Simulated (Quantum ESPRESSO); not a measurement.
Worked example: self-consistent single point of Ti (P-3m1, 2 atoms in the cell) in Quantum ESPRESSO.

Computed with LDA (PZ), GBRV 1.5 ultrasoft (LDA) pseudopotentials (plane waves; Quantum ESPRESSO).

```xyz
2
Lattice="1.4676 -2.5420 0.0000 1.4676 2.5420 0.0000 0.0000 0.0000 4.6566" Properties=species:S:1:pos:R:3 pbc="T T T"
Ti     1.4676     0.8473     1.2141
Ti     1.4676    -0.8473     3.4924
```

Reference input (self-consistent single point, DFT, LDA (PZ), plane waves, GBRV 1.5 ultrasoft (LDA) pseudopotentials): ecutwfc = 50 Ry; ecutrho = 400 Ry; occupations = smearing; smearing = fd; degauss = 0.0073499 Ry; potentials = {Ti: ti_lda_v1.4.uspp.F.UPF}; K_POINTS = automatic 7 7 3 0 0 0; conv_thr = 1e-10 Ry. This run's input differs from it in these lines:

```diff
@@ -18,2 +18,3 @@
   degauss = 0.0073499
+  nbnd = 12
 /
```

Output, abridged:

```
     Self-consistent Calculation

     iteration #  1     ecut=    50.00 Ry     beta= 0.70

---- Real-time Memory Report at c_bands before calling an iterative solver
           140 MiB given to the printing process from OS
            26 MiB allocation reported by mallinfo(arena+hblkhd)
------------------

 %%%%%%%%%%%%%%%%%%%%%%%%%%%%%%%%%%%%%%%%%%%%%%%%%%%%%%%%%%%%%%%%%%%%%%%%%%%%%%
     Error in routine efermig (1):
     internal error, cannot bracket Ef
 %%%%%%%%%%%%%%%%%%%%%%%%%%%%%%%%%%%%%%%%%%%%%%%%%%%%%%%%%%%%%%%%%%%%%%%%%%%%%%

     stopping ...
```

The program stopped with an error at about iteration 1. 

The starting cell has typed, rounded lattice constants, without a prior relaxation at this level. Its lattice was rescaled by up to half a per cent. One atom was moved a little off its site on purpose.
